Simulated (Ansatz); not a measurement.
**MgS: response to strain**

The parent structure is MgS in the rock salt structure (space group Fm-3m, No. 225).

```
MgS
1.0
    0.00000     2.59098     2.59098
    2.59098     0.00000     2.59098
    2.59098     2.59098     0.00000
S Mg
1 1
Cartesian
  0.00000   0.00000   0.00000
  2.59098   2.59098   2.59098
```

Cartesian axes are those of the cell as printed.

Strains are applied to the cell and any free atomic positions relax; under biaxial strain the out-of-plane vector relaxes too; under stress the whole cell relaxes.

Levels (all Ansatz, a quantum-chemistry and plane-wave program, PAW): PBEsol (420 eV, no spin-orbit coupling); r2SCAN (500 eV, spin-orbit coupling left out); HSE06 (420 eV, scalar-relativistic without spin-orbit coupling).

Band gaps by level, all at the geometries relaxed with PBEsol:

```csv
case,PBEsol,r2SCAN,HSE06
base,2.73 eV,3.49 eV,3.83 eV
"biaxial strain −4.71 %, plane normal [001], relaxed out of plane",2.59 eV,3.36 eV,3.70 eV
isotropic strain +0.73 %,2.68 eV,3.44 eV,3.78 eV
uniaxial strain ε_zz = −4.01 %,2.61 eV,3.37 eV,3.72 eV
"uniaxial stress, 3 GPa compression along z",2.63 eV,3.39 eV,3.74 eV
"uniaxial stress, 3 GPa tension along x",2.57 eV,3.33 eV,3.66 eV
```

Single points use the geometry relaxed with PBEsol. HSE06 was sampled on its mesh, a few special points and the semilocal edge points, so its gap is an upper bound. Stability under load was not tested beyond the relaxation.
